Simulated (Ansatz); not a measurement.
The parent structure is PbSe in the rock salt structure (space group Fm-3m, No. 225; a = 6.178 Å). Axes: x, y, z lie along the cube axes.

Calculations: Ansatz (a first-principles code) r2SCAN, without spin-orbit coupling.

Base values:

| Quantity | Result |
|---|---|
| Shortest interatomic distance | 3.089 Å |
| Valley order | L along ⟨111⟩ 0.67 eV; a point along ⟨110⟩, about 0.6 Å⁻¹ from Γ 1.46 eV |
| Hole mass | 0.24 mₑ along k, 0.11 mₑ across (at L) |

Perturbation: tensile biaxial strain of 0.42 % in the plane normal to [111], as in epitaxy on a mismatched substrate; the out-of-plane cell vector and the atoms relax.

### Question
Predict the new energy relative to the base.

### Answer
The energy stays essentially unchanged.

### Question
What happens to the shortest interatomic distance?

### Answer
The shortest interatomic distance goes up by 0.004 Å (3.089 Å → 3.093 Å).

### Question
Predict the new valley order.

### Answer
The valley order (the lowest conduction-band minima on the path, energy above the VBM, named in the base's zone) changes from L along ⟨111⟩ 0.67 eV; a point along ⟨110⟩, about 0.6 Å⁻¹ from Γ 1.46 eV to L along [111] 0.62 eV; L along [1-11] 0.68 eV; a point along [01-1], about 0.6 Å⁻¹ from Γ 1.48 eV.

### Question
What does the calculation give for the hole mass after the change?

### Answer
The hole mass becomes 0.25 mₑ along k, 0.11 mₑ across (at L) (base: 0.24 mₑ along k, 0.11 mₑ across (at L)).

### Question
Estimate the effect on the out-of-plane strain.

### Answer
The out-of-plane strain amounts to -0.45 %.

With Pb present, leaving out spin-orbit coupling can change the band edges. The levels and masses belong to the bands next to the band gap. Masses are band curvatures over ±0.01 Å⁻¹ around the edge. Along k means along the line from Γ to the band edge. Stability against distortions was not tested.
